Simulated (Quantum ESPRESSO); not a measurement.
A self-consistent single point of TaRu (Pm-3m, 2 atoms in the cell) with Quantum ESPRESSO.

Method of the run: PBEsol, GBRV 1.5 ultrasoft (PBESOL) pseudopotentials (plane waves; Quantum ESPRESSO 7.5).

```
CELL_PARAMETERS angstrom
      3.18700     0.00000     0.00000
      0.00000     3.18700     0.00000
      0.00000     0.00000     3.18700
ATOMIC_POSITIONS crystal
  Ru 0.00000 0.00000 0.00000
  Ta 0.50000 0.50000 0.50000
```

Reference input (self-consistent single point, DFT, PBEsol, plane waves, GBRV 1.5 ultrasoft (PBESOL) pseudopotentials): ecutwfc = 40 Ry; ecutrho = 320 Ry; occupations = smearing; smearing = fermi-dirac; degauss = 0.0073499 Ry; potentials = {Ru: ru_pbesol_v1.2.uspp.F.UPF, Ta: ta_pbesol_v1.uspp.F.UPF}; K_POINTS = automatic 7 7 7 0 0 0; conv_thr = 1e-10 Ry; mixing_beta = 0.4. This run's input differs from it in these lines:

```diff
@@ -18,3 +18,3 @@
 &ELECTRONS
-   conv_thr = 1.0d-10,
+   conv_thr = 1.0d-5,
    mixing_beta = 0.4,
```

Output, abridged:

```
     Self-consistent Calculation

     iteration #  1     ecut=    40.00 Ry     beta= 0.40

     negative rho (up, down):  1.707E-01 0.000E+00

     total energy              =    -335.79166755 Ry
     estimated scf accuracy    <       1.00460278 Ry

     iteration #  2     ecut=    40.00 Ry     beta= 0.40

     negative rho (up, down):  1.701E-01 0.000E+00

     total energy              =    -335.83331805 Ry
     estimated scf accuracy    <       1.53839235 Ry

     iteration #  3     ecut=    40.00 Ry     beta= 0.40

     negative rho (up, down):  1.712E-01 0.000E+00

     total energy              =    -336.02122612 Ry
     estimated scf accuracy    <       0.08539155 Ry

   [... 2 blocks of this kind left out ...]

     iteration #  6     ecut=    40.00 Ry     beta= 0.40

     negative rho (up, down):  1.722E-01 0.000E+00

     total energy              =    -336.03711116 Ry
     estimated scf accuracy    <       0.00005699 Ry

     iteration #  7     ecut=    40.00 Ry     beta= 0.40

     negative rho (up, down):  1.722E-01 0.000E+00
     End of self-consistent calculation

     the Fermi energy is    21.0016 ev

!    total energy              =    -336.03712109 Ry
     estimated scf accuracy    <       0.00000090 Ry
     smearing contrib. (-TS)   =      -0.00602907 Ry
     internal energy E=F+TS    =    -336.03109202 Ry

     convergence has been achieved in   7 iterations

     negative rho (up, down):  1.722E-01 0.000E+00

     Forces acting on atoms (cartesian axes, Ry/au):

     atom    1 type  1   force =     0.00000000    0.00000000    0.00000000
     atom    2 type  2   force =     0.00000000    0.00000000    0.00000000

     Total force =     0.000000     Total SCF correction =     0.000000

     negative rho (up, down):  1.722E-01 0.000E+00
          total   stress  (Ry/bohr**3)                   (kbar)     P=     -130.06
  -0.00088412   0.00000000   0.00000000         -130.06        0.00        0.00
   0.00000000  -0.00088412   0.00000000            0.00     -130.06        0.00
   0.00000000   0.00000000  -0.00088412            0.00        0.00     -130.06

   JOB DONE.
```

The run converged in 7 iterations. Against the reference run the free energy stays essentially unchanged (within 1 meV/atom) and the pressure goes from -12.59 to -13.01 GPa.

The starting cell comes from a database of published, mostly measured structures (it also holds non-ambient and calculated ones), without a prior relaxation at this level. Spin polarisation is off. With a pressure of about -13 GPa the cell is away from its equilibrium volume at this level.
